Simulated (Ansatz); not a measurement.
Consider CuI in the zinc blende structure (space group F-43m, No. 216; a = 6.023 Å).

Level of theory: r2SCAN (Ansatz, a quantum-chemistry and plane-wave program; PAW; 500 eV plane waves; without spin-orbit coupling).

Carriers are added at fixed cell with a uniform background; the Fermi–Dirac width is that of 300 K.

One change was made to it. Results:

The Fermi level relative to the doped band's edge (positive inside the band; to 0.05 eV) is +0.30 eV; the gap character remains direct at Γ.

Q: Name the change that was made.
(A) electrons 7.0×10^20 cm⁻³
(B) holes 3.0×10^21 cm⁻³
(C) holes 7.0×10^20 cm⁻³

A: B, holes 3.0×10^21 cm⁻³. For comparison, the Fermi level from band edge in the other runs: electrons 7.0×10^20 cm⁻³ gives +0.90 eV; holes 7.0×10^20 cm⁻³ gives +0.10 eV.

Charged cell with a jellium background: band edges are those of the host's band count, energies are not comparable with the neutral cell, and many-body gap narrowing is missing. Spin-orbit coupling, missing from the scalar runs, can matter with I. Stability against distortions was not tested. All final runs are without spin polarisation.
